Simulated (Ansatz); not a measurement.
**Converging zone-centre phonons against the mesh: P (R-3m, 2 atoms in the cell)**

```xyz
2
Lattice="1.7309 0.9993 3.1391 -1.7309 0.9993 3.1391 0.0000 -1.9987 3.1391" Properties=species:S:1:pos:R:3 pbc="T T T"
P      0.0000     0.0000     2.1385
P      0.0000     0.0000     7.2787
```

Method: LDA (PW92), default PAW files made with PBE (plane waves; Ansatz, a program for electronic structure).

Base settings: basis.ecutwfc = 420 eV; kpoints.mp_grid.grid = 11 11 11; hamiltonian.xc = lda; hamiltonian.pseudopotentials = {kind: paw} (the program's default PAW files); scf.occupations.method = gaussian; scf.occupations.width = 0.1 eV.

In this ladder: phonons.method = dfpt.

Frequencies are those of the unrelaxed cell, without the LO-TO term of polar crystals.

Only quantities that move along the ladder and can be compared are tabulated.

Core times come from one kind of shared machine, to one figure; runs under 30 s give none.

The starting cell comes from a database of computed structures (which also holds hypothetical and non-ambient phases and stackings), without a prior relaxation at this level. Its lattice was rescaled by up to half a per cent. In the base run, with a pressure of about -4 GPa the cell is away from its equilibrium volume at this level.

Steps (kpoints.mp_grid.grid): 3 3 3; 4 4 4; 5 5 5; 6 6 6; 7 7 7; 9 9 9; 14 14 14; 17 17 17; 21 21 21; 26 26 26.

What is the coarsest kpoints.mp_grid.grid that holds the highest zone-centre frequency within 10 cm⁻¹ of the last step, with all finer ones?

14 14 14, at about 0.1 of the last step's time; the step before is off by 24 cm⁻¹.

| kpoints.mp_grid.grid | highest zone-centre frequency (cm⁻¹) | core time / last (rough) |
|---|---|---|
| 3 3 3 | 393.9 | – |
| 4 4 4 | 391.0 | – |
| 5 5 5 | 332.7 | – |
| 6 6 6 | 390.9 | – |
| 7 7 7 | 384.5 | – |
| 9 9 9 | 355.9 | – |
| 14 14 14 | 382.0 | 0.1 |
| 17 17 17 | 382.3 | 0.2 |
| 21 21 21 | 376.8 | 0.5 |
| 26 26 26 | 379.5 | 1 |

Keys are those of Ansatz 0.2.
